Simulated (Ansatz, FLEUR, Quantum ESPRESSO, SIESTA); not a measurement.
**One structure in several programs: LaZnGa (P1, 6 atoms in the cell)**

Self-consistent single point, at a second geometry (atoms moved at random). First geometry:

```
CELL_PARAMETERS angstrom
      4.49206     0.00000     0.00000
     -2.24603     3.89024     0.00000
      0.00000     0.00000     8.04708
ATOMIC_POSITIONS crystal
  La 0.00000 0.00000 0.50000
  La 0.00000 0.00000 0.00000
  Zn 0.33333 0.66667 0.75000
  Zn 0.66667 0.33333 0.25000
  Ga 0.33333 0.66667 0.25000
  Ga 0.66667 0.33333 0.75000
```

Second geometry:
```
LaZnGa
1.0
    4.49206     0.00000     0.00000
   -2.24603     3.89024     0.00000
    0.00000     0.00000     8.04708
La Zn Ga
2 2 2
Direct
  0.99602   0.99359   0.49809
  0.98947   0.99858   0.99472
  0.35158   0.67270   0.75412
  0.65732   0.32964   0.24911
  0.32447   0.66412   0.25470
  0.68114   0.34137   0.74925
```

Shared settings, as Ansatz (a program for electronic structure) writes them: kpoints.mp_grid.grid = 6 6 3; scf.occupations.method = gaussian; scf.occupations.width = 0.1 eV. Potentials and cutoffs stand in the table.

```
code                                                                                                                                      model  ΔF from the first geometry (meV/atom)  pressure (GPa)  largest force (eV/Å)           cutoff
----------------  -----------------------------------------------------------------------------------------------------------------------------  -------------------------------------  --------------  --------------------  ---------------
FLEUR                                                                           PBEsol, all-electron FLAPW (FLEUR), scalar-relativistic valence                                      –               –                 0.327  Kmax 3.8 1/bohr
Ansatz                                                                                                          PBEsol, PAW files made with PBE                                    4.6           -2.42                 0.324          default
Quantum ESPRESSO                                                                           PBEsol, GBRV 1.5 ultrasoft (PBESOL) pseudopotentials                                    4.7           -2.58                 0.326            50 Ry
SIESTA            GGA PBEsol, numerical atomic orbitals DZP, PseudoDojo PBEsol standard norm-conserving potentials (rewritten from UPF to PSML)                                    5.3           -3.02                 0.386      grid 300 Ry
```

Size of the force on each atom (eV/Å): Sizes of forces hide their directions.

```tsv
code	La1	La2	Zn3	Zn4	Ga5	Ga6
FLEUR	0.139	0.327	0.283	0.033	0.093	0.157
Ansatz	0.138	0.324	0.280	0.033	0.091	0.155
Quantum ESPRESSO	0.139	0.326	0.281	0.032	0.091	0.155
SIESTA	0.145	0.386	0.304	0.034	0.140	0.178
```

A dash marks a value that a program does not give, or that is left out as unsure.

The spread over the programs that give each value: ΔF from the first geometry within 0.7 meV/atom; pressure within 0.60 GPa; largest force within 0.062 eV/Å.

SIESTA uses small atom-centred bases, whose incompleteness enters pressures, forces and empty levels differently from a plane-wave cutoff. FLEUR treats all electrons, but the usual bases taken here (sphere radii, linearisation, local orbitals, empty states) were not tested for convergence, so the values are no reference for the others. Ansatz's pressure is given at a fixed set of plane waves, as the other plane-wave codes print theirs; with its correction for the finite basis it is -2.39 GPa.

The starting cell comes from a database of computed structures (which also holds hypothetical and non-ambient phases and stackings), without a prior relaxation at this level. For this run, on top of that: atoms moved at random.

Left out of this page: Elk (not drawn, or without a comparable value).

Keys are those of Ansatz 0.2.
